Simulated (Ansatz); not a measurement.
**Effect of isotropic strain −3.04 % on TiAl3**

Consider TiAl$_{3}$ (space group I4/mmm, No. 139; a = 3.818 Å, c = 8.544 Å; relaxed with 0.1 eV smearing).

One thing is altered: an isotropic linear strain of −3.04 %, atoms relaxed at fixed cell.

Computed with Ansatz (an electronic-structure program) PBEsol, no SOC, earlier PAW set. k-mesh 21×21×21 (Γ-centred); smearing 0.1 eV (Fermi–Dirac).

* **Volume per atom**: 14.19 Å³ (base 15.57 Å³)
* **Shortest interatomic distance**: 2.618 Å (base 2.700 Å)
* **Energy relative to the base (free energy F)**: +49 meV/atom
* **Pressure (mean of the normal stresses, compression positive)**: 12.4 GPa (base 0.0 GPa)
* **Band gap**: zero (base zero)

Final structure:

```
CELL_PARAMETERS angstrom
     -1.85103     1.85103     4.14206
      1.85103    -1.85103     4.14206
      1.85103     1.85103    -4.14206
ATOMIC_POSITIONS crystal
  Al 0.50000 0.50000 0.00000
  Al 0.75000 0.25000 0.50000
  Al 0.25000 0.75000 0.50000
  Ti 0.00000 0.00000 0.00000
```

No phonon test of stability was made. All final runs are without spin polarisation.
